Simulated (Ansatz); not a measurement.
## Ge in the diamond structure (space group Fd-3m, No. 227)

Ge is taken in the cubic space group Fd-3m, origin choice 1 (No. 227), the diamond structure, Pearson symbol cF8. Lattice parameters: a = b = c = 5.674 Å, α = β = γ = 90.00°. Ge on 8a has 4 Ge at 2.457 Å (tetrahedral). (Neighbours: up to the widest gap in distance over summed covalent radii, below 1.35, at either atom.)
(The calculation used a cell of 2 atoms; values per cell refer to that cell.)

The values are results of plane-wave PAW DFT at the r2SCAN level (Ansatz, a first-principles code, 500 eV), scalar-relativistic without spin-orbit coupling, not measurements. Settings: 10×10×10 k-points, 0.05 eV Fermi–Dirac smearing.

| Item | Result |
|---|---|
| Volume per atom | 22.84 Å³ |
| Density | 5.28 g/cm³ |
| Band gap | 0.36 eV, direct at Γ |
| Lowest conduction-band minima above the VBM | Γ 0.36 eV; L along ⟨111⟩ 0.44 eV; a point along ⟨100⟩, about 0.9 Å⁻¹ from Γ 0.79 eV |
| Total energy | -4302.906 eV/atom (σ→0; compares only within this code and set-up) |

Stability against distortions was not tested. The real Ge has an indirect gap at ambient pressure; r2SCAN orders its close-lying valleys differently.
